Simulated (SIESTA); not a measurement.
**Input and output of a self-consistent single point for Sn₂Ir (Fm-3m, 3 atoms in the cell) (SIESTA)**

Level of theory: GGA PBEsol, numerical atomic orbitals TZP, PseudoDojo PBEsol standard norm-conserving potentials (rewritten from UPF to PSML) (SIESTA).

The input file:

```
# files in the folder: Sn.psml Ir.psml (PseudoDojo PBEsol standard)
SystemName  Sn2Ir
SystemLabel siesta

NumberOfAtoms                3
NumberOfSpecies              2
%block ChemicalSpeciesLabel
  1 50 Sn
  2 77 Ir
%endblock ChemicalSpeciesLabel
LatticeConstant              1.0 Ang
%block LatticeVectors
     0.000000000    3.183525000    3.183525000
     3.183525000    0.000000000    3.183525000
     3.183525000    3.183525000    0.000000000
%endblock LatticeVectors
AtomicCoordinatesFormat      Fractional
%block AtomicCoordinatesAndAtomicSpecies
     0.750000000    0.750000000    0.750000000  1
     0.250000000    0.250000000    0.250000000  1
     0.000000000    0.000000000    0.000000000  2
%endblock AtomicCoordinatesAndAtomicSpecies

XC.functional                GGA
XC.authors                   PBEsol
PAO.BasisSize                TZP
PAO.EnergyShift              0.01 Ry
MeshCutoff                   300 Ry
%block kgrid.MonkhorstPack
   12   0   0  0.0
    0  12   0  0.0
    0   0  12  0.0
%endblock kgrid.MonkhorstPack
OccupationFunction           FD
ElectronicTemperature        0.1 eV

MaxSCFIterations             150
SCF.Mixer.Method             Pulay
SCF.Mixer.Weight             0.2
SCF.Mixer.History            8
SCF.DM.Tolerance             1.0E-04
Diag.ParallelOverK           true
WriteForces                  true
```

Output (repeated stretches shortened):

```
reinit: Reading from file input.fdf

reinit: System Name: Sn2Ir
reinit: System Label: siesta

coor:   Atomic-coordinates input format  =     Fractional

siesta: Atomic coordinates (Bohr) and species
siesta:      9.02399   9.02399   9.02399  1        1
siesta:      3.00800   3.00800   3.00800  1        2
siesta:      0.00000   0.00000   0.00000  2        3

siesta: System type = bulk

initatomlists: Number of atoms, orbitals, and projectors:      3    69    96

siesta: ******************** Simulation parameters ****************************
redata: Spin configuration                          = none
redata: Time-Reversal Symmetry                      = T
redata: Number of Atomic Species                    =        2
redata: Mesh Cutoff                                 =   300.0000 Ry
redata: Net charge of the system                    =     0.0000 |e|
redata: Min. number of SCF Iter                     =        0
redata: Max. number of SCF Iter                     =      150
redata: SCF convergence failure will abort job
redata: SCF mix quantity                            = Hamiltonian
redata: Mix DM or H after convergence               =   F
redata: Recompute H after scf cycle                 =   F
redata: Mix DM in first SCF step                    =   T
redata: No kicks to SCF
redata: DM Mixing Weight for Kicks                  =     0.5000
redata: Require Harris convergence for SCF          =   F
redata: Harris energy tolerance for SCF             =     0.000100 eV
redata: Require DM convergence for SCF              =   T
redata: DM tolerance for SCF                        =     0.000100
redata: Require EDM convergence for SCF             =   F
redata: EDM tolerance for SCF                       =     0.001000 eV
redata: Require H convergence for SCF               =   T
redata: Hamiltonian tolerance for SCF               =     0.001000 eV
redata: Require (free) Energy convergence for SCF   =   F
redata: (free) Energy tolerance for SCF             =     0.000100 eV
redata: Using DFT-D3 dispersion                     =   F
redata: Using Saved Data (generic)                  =   F
redata: Method of Calculation                       = Diagonalization
redata: Electronic Temperature                      =  1160.4518 K
redata: Number of TDED substeps                     =        3
redata: Dynamics option                             = Single-point calculation
redata: Save all siesta data in one NC              =   F
redata: ***********************************************************************

%block SCF.Mixers
  Pulay
%endblock SCF.Mixers

%block SCF.Mixer.Pulay
  # Mixing method
  method pulay
  variant stable

  # Mixing options
  weight 0.2000
  weight.linear 0.2000
  history 8
%endblock SCF.Mixer.Pulay

DM_history_depth set to one: no extrapolation allowed by default for geometry relaxation
Size of DM history Fstack: 1
Total number of electrons:    45.000000
Total ionic charge:    45.000000

* ProcessorY, Blocksize:    1  64

* Orbital distribution balance (max,min):    69    69

k-point displ. along   1 input, could be:     0.00    0.50
k-point displ. along   2 input, could be:     0.00    0.50
k-point displ. along   3 input, could be:     0.00    0.50
 Kpoints in:         1008 . Kpoints trimmed:          948

siesta: k-grid: Number of k-points = 948
siesta: k-points from Monkhorst-Pack grid
siesta: k-cutoff (effective) =    27.013 Ang
siesta: k-point supercell and displacements
siesta: k-grid:    12     0     0      0.000
siesta: k-grid:     0    12     0      0.000
siesta: k-grid:     0     0    12      0.000

diag: Algorithm                                     = D&C
diag: Parallel over k                               =   F
diag: Use parallel 2D distribution                  =   F
diag: Parallel block-size                           = 64
diag: Parallel distribution                         =     1 x     1
diag: Used triangular part                          = Lower
diag: Absolute tolerance                            =  0.100E-15
diag: Orthogonalization factor                      =  0.100E-05
diag: Memory factor                                 =  1.0000

superc: Internal auxiliary supercell:     5 x     5 x     5  =     125
superc: Number of atoms, orbitals, and projectors:    375   8625  12000

                        Single-point calculation

superc: Internal auxiliary supercell:     5 x     5 x     5  =     125
superc: Number of atoms, orbitals, and projectors:    375   8625  12000

outcell: Unit cell vectors (Ang):
        0.000000    3.183525    3.183525
        3.183525    0.000000    3.183525
        3.183525    3.183525    0.000000

outcell: Cell vector modules (Ang)   :    4.502184    4.502184    4.502184
outcell: Cell angles (23,13,12) (deg):     60.0000     60.0000     60.0000
outcell: Cell volume (Ang**3)        :     64.5290
new_DM -- step:     1
Initializing Density Matrix...

Attempting to read DM from file... Failed...
DM filled with atomic data:

InitMesh: MESH = 40 x 40 x 40 = 64000
InitMesh: Mesh cutoff (required, used) =   300.000   327.240 Ry

stepf: Fermi-Dirac step function

        iscf     Eharris(eV)        E_KS(eV)     FreeEng(eV)     dDmax    Ef(eV) dHmax(eV)
   scf:    1    -7379.104893    -7395.307618    -7395.364080  1.657028 -2.411483 19.170024
   scf:    2    -7406.493680    -7404.393367    -7404.436783  0.205809 -3.328825  2.642995
   scf:    3    -7404.692517    -7404.547210    -7404.591329  0.037946 -3.380226  1.868584
   scf:    4    -7404.802677    -7404.696546    -7404.742147  0.083580 -3.488601  0.064130
   scf:    5    -7404.696390    -7404.696539    -7404.742289  0.005633 -3.487631  0.058399
   scf:    6    -7404.696834    -7404.696730    -7404.742415  0.003074 -3.484581  0.017105
   scf:    7    -7404.696723    -7404.696727    -7404.742423  0.000413 -3.485522  0.005987
   scf:    8    -7404.696715    -7404.696721    -7404.742425  0.000248 -3.485721  0.000245
   scf:    9    -7404.696722    -7404.696722    -7404.742425  0.000034 -3.485718  0.000050

SCF Convergence by DM+H criterion
max |DM_out - DM_in|         :     0.0000344018
max |H_out - H_in|      (eV) :     0.0000498964
SCF cycle converged after 9 iterations

Using DM_out to compute the final energy and forces

siesta: E_KS(eV) =            -7404.6967

siesta: E_KS - E_eggbox =     -7404.6967

siesta: Atomic forces (eV/Ang):
     1    0.000328    0.000328    0.000328
     2   -0.000328   -0.000328   -0.000328
     3    0.000000   -0.000000   -0.000000
   Tot    0.000000    0.000000    0.000000
   Max    0.000328
   Res    0.000268    sqrt( Sum f_i^2 / 3N )
   Max    0.000328    constrained

Stress tensor Voigt[x,y,z,yz,xz,xy] (kbar):        8.50        8.50        8.50       -0.38       -0.38       -0.38
(Free)E + p*V (eV/cell)    -7405.0847
Target enthalpy (eV/cell)    -7404.7424

siesta: Program's energy decomposition (eV):
siesta: Ebs     =     -1128.259194
siesta: Eions   =      7836.294746
siesta: Ena     =       682.210700
siesta: Ekin    =      3426.705837
siesta: Enl     =     -1951.612725
siesta: Eso     =         0.000000
siesta: Edftu   =         0.000000
siesta: DEna    =        46.790165
siesta: DUscf   =         1.835493
siesta: DUext   =         0.000000
siesta: Ex      =     -1660.538656
siesta: Ec      =      -113.792788
siesta: Exc     =     -1774.331444
siesta: Eharris =     -7404.696722
siesta: Etot    =     -7404.696722
siesta: FreeEng =     -7404.742425

siesta: Stress tensor (static) (eV/Ang**3):
siesta:     0.005305   -0.000237   -0.000237
siesta:    -0.000237    0.005305   -0.000237
siesta:    -0.000237   -0.000237    0.005305

siesta: Cell volume =         64.528978 Ang**3

siesta: Pressure (static):
siesta:                Solid            Molecule  Units
siesta:          -0.00005778         -0.00005795  Ry/Bohr**3
siesta:          -0.00530481         -0.00532100  eV/Ang**3
siesta:          -8.49924604         -8.52518851  kBar
```

The run converged in 9 iterations.

The starting cell comes from a database of computed structures (which also holds hypothetical and non-ambient phases and stackings), without a prior relaxation at this level. Spin polarisation is off. Values carry the incompleteness of an atom-centred basis.

Cost on one core of a shared machine: roughly 3 min.
